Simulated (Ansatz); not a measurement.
System: BP (model structure, started from the BeO type, P4₂/mnm, No. 136, 8 atoms in the cell). Method: PBEsol (plane waves, PAW; Ansatz, an electronic-structure program).

Numerical settings: plane-wave cutoff 520 eV, 6×6×10 k mesh (along the axes of the cell as run), Fermi–Dirac smearing 0.01 eV, scalar-relativistic PAW data made under PBE.

Cell (relaxed with PBEsol):

```
BP
1.0
    5.53223     0.00000     0.00000
    0.00000     5.53223     0.00000
    0.00000     0.00000     3.18735
B P
4 4
Direct
  0.32158   0.67842   0.00000
  0.67842   0.32158   0.00000
  0.82158   0.82158   0.50000
  0.17842   0.17842   0.50000
  0.31930   0.31930   0.00000
  0.68070   0.68070   0.00000
  0.18070   0.81930   0.50000
  0.81930   0.18070   0.50000
```

Q: Predict the band gap and smallest direct gap on the k points sampled.

A: 
- band gap = 0.26 eV (indirect)
- smallest direct gap on the k points sampled = 1.21 eV

Note: the relaxation could raise the start's symmetry but not lower it, so the cell can be a saddle point.

A model structure was made by putting elements into a prototype or built by hand; it is no filed structure, need not be a known phase, and can be a saddle point held by its symmetry.
